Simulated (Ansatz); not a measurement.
Consider TiC in the rock salt structure (space group Fm-3m, No. 225; relaxed with 0.1 eV smearing).

```
CELL_PARAMETERS angstrom
      0.00000     2.14668     2.14668
      2.14668     0.00000     2.14668
      2.14668     2.14668     0.00000
ATOMIC_POSITIONS crystal
  Ti 0.00000 0.00000 0.00000
  C  0.50000 0.50000 0.50000
```

Cartesian axes are those of the cell as printed.

Calculations: Ansatz (a program for electronic structure) PBEsol, scalar-relativistic without spin-orbit coupling.

One thing is altered: uniaxial strain ε_zz = +3.00 %, all other strain components held at zero, atoms relaxed at fixed cell.

**Question.** Predict the stress tensor and what it implies for the stiffness.

**Answer.** Stress of the strained cell less that of the base (GPa, compression positive):
```
   -3.5     0.0     0.0
    0.0    -3.5     0.0
    0.0     0.0   -14.1
```

Then −Δσ_ii/ε with ε = 0.0300 gives secant stiffness values (nonlinear terms included at this strain): C33 ≈ 470 GPa, C13 ≈ 117 GPa and C23 ≈ 117 GPa.

As a check, the harmonic strain energy −½ V₀ Δσ:ε is 13 meV/atom; the computed energy rise is 14 meV/atom.

Stability against distortions was not tested. The final runs are not spin-polarised.
